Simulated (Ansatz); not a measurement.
Results of r²SCAN (plane waves, PAW; Ansatz, an electronic-structure program) for V2Se9 (C2/c, No. 15, 22 atoms in the cell; start mp-28256).

Settings: plane-wave cutoff 560 eV, 4×4×4 k mesh, Fermi–Dirac smearing 0.01 eV, no spin polarisation, scalar-relativistic PAW data made under PBE.

Cell (relaxed with PBE-D3(BJ)):

V2Se9 has the monoclinic space group C2/c (No. 15), Pearson symbol mS44. Conventional cell: a = 10.4147 Å, b = 12.2088 Å, c = 7.9588 Å, α = γ = 90.00°, β = 94.64°. V on 8f has 8 Se at 2.512–2.623 Å. Se1 on 8f has 1 Se at 2.383 Å and 1 Se at 2.623 Å and 1 V at 2.533 Å (trigonal pyramidal). Se2 on 8f sees 1 Se at 2.383 Å and 2 V at 2.616–2.623 Å (trigonal pyramidal). Se3 on 8f sees 1 Se at 2.317 Å and 2 V at 2.514–2.537 Å (trigonal pyramidal). Se4 on 8f is surrounded by 1 Se at 2.317 Å and 2 V at 2.512–2.532 Å (trigonal pyramidal). Se5 on 4e sees 2 V at 2.582 Å and 2 Se at 2.623 Å. (Neighbours: up to the widest gap in distance over summed covalent radii, below 1.35, at either atom; cation-cation and far metal-metal contacts left out.)
(The calculation used a cell of 22 atoms; values per cell refer to that cell.)

Question: Predict the band gap, smallest direct gap on the k points sampled and direct gap at Γ.

Answer: 
band gap: 0.63 eV (indirect)
smallest direct gap on the k points sampled: 0.70 eV
direct gap at Γ: 1.25 eV

Note: cell and atoms aren't relaxed at this level (largest force component 0.33 eV/Å, pressure 1.5 GPa).

Spin–orbit coupling is not included.

The computed numbers hold no vibrational or temperature effects.

It cost around 6 core-minutes (rough) of CPU time.

A start named mp-… is a Materials Project structure, which need not be a measured phase.
